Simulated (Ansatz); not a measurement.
The reference is MoTe2 in the 2H-MoS2 type structure (space group P6_3/mmc, No. 194; a = 3.497 Å, c = 13.697 Å; layered, stacked along the Cartesian z axis).

Level of theory: Ansatz (a quantum-chemistry and plane-wave program) PBE-D3(BJ), without spin-orbit coupling, earlier PAW set.

For the base:

| Property | Result |
|---|---|
| Pressure | 0.00 GPa |

It is then changed as follows: every lattice vector is shortened by 4.23 %; the atoms relax in the strained cell.

Q: What does the calculation give for the energy relative to the base, largest internal atomic displacement and pressure after the change?

A: The energy grows by 76 meV/atom; the largest internal atomic displacement amounts to 0.108 Å; the pressure (mean of the normal stresses, compression positive) goes from zero to 9.56 GPa.

No phonon test of stability was made. The D3 term's C6 switches between coordination references near this geometry, which can add small steps to energies.
